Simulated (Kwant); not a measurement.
Computed with Kwant: Hückel tight-binding model, one pz orbital an atom, one spin, coherent transport at 0 K. Conductance is in e²/h.

System: π system c1ccc2cc3ccccc3cc2c1 between two chain leads. The π system is taken as planar. Atoms are numbered from 0 in the order of the SMILES. Site energies (eV, carbon 0): [0.0, 0.0, 0.0, 0.0, 0.0, 0.0, 0.0, 0.0, 0.0, 0.0, 0.0, 0.0, 0.0, 0.0]. Bonds (i, j, β in eV): (0,1,-2.4) (1,2,-2.4) (2,3,-2.4) (3,4,-2.4) (4,5,-2.4) (5,6,-2.4) (6,7,-2.4) (7,8,-2.4) (8,9,-2.4) (9,10,-2.4) (10,11,-2.4) (11,12,-2.4) (12,13,-2.4) (13,0,-2.4) (12,3,-2.4) (10,5,-2.4). Leads: chains of hopping −3.6 eV, joined by −0.48 eV to atoms 0 and 11.

Site energies and bond integrals are typed Hückel values.

Sweep values stay those of the base run.

One input was changed, with this effect: transmission at E = 0 0.00071 → 0.0016.

Q: Which change was it?
(A) contacts moved from atoms [0, 11] to [2, 4]
(B) contacts moved from atoms [0, 11] to [0, 13]
(C) contacts moved from atoms [0, 11] to [0, 2]
(D) contacts moved from atoms [0, 11] to [0, 7]
(E) contacts moved from atoms [0, 11] to [0, 9]
(F) contacts moved from atoms [0, 11] to [2, 6]

A: B, contacts moved from atoms [0, 11] to [0, 13]
